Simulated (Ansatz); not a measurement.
## What Ti → Ce does to TiO2

The reference is TiO2 in the rutile structure (space group P4_2/mnm, No. 136; a = 4.5912 Å, c = 2.9391 Å).

It is then changed as follows: Ce takes the place of Ti on all its sites; the structure is relaxed again.

Method: Ansatz (a first-principles code), PBEsol, PAW, cutoff 420 eV, no spin-orbit coupling. Γ-centred 7×7×9 mesh, Fermi–Dirac width 0.05 eV, for the changed cell.

| quantity | base | changed | shift |
|---|---|---|---|
| volume per atom | 10.33 Å³ | 15.47 Å³ | +5.148 Å³ |
| density | 4.28 g/cm³ | 6.16 g/cm³ | +1.88 g/cm³ |
| lattice parameter a | 4.591 Å | 5.076 Å | +0.485 Å |
| c/a ratio | 0.640 | 0.710 | +0.070 |
| space group | P4_2/mnm (No. 136) | P4_2/mnm (No. 136) | – |
| band gap | 1.87 eV | 2.12 eV | +0.25 eV |
| gap character | direct at Γ | indirect, Γ → M | – |
| width of the top valence band | 1.65 eV | 0.66 eV | -0.99 eV |
| hole mass | – | 1.2 mₑ along c, 2.1 mₑ across (at Γ) | – |
| valence-band top at Γ (three highest levels, from the VBM) | 0.00, -0.45, -0.45 eV | 0.00, -0.30, -0.43 eV | – |

Effective masses come from finite differences of ±0.01 Å⁻¹. No phonon test of stability was made. For CeO2 in this form, whether it has been made was not checked. Starting moments died away, wholly or in part, for Ti → Ce; another magnetic solution may exist. All final runs are without spin polarisation.
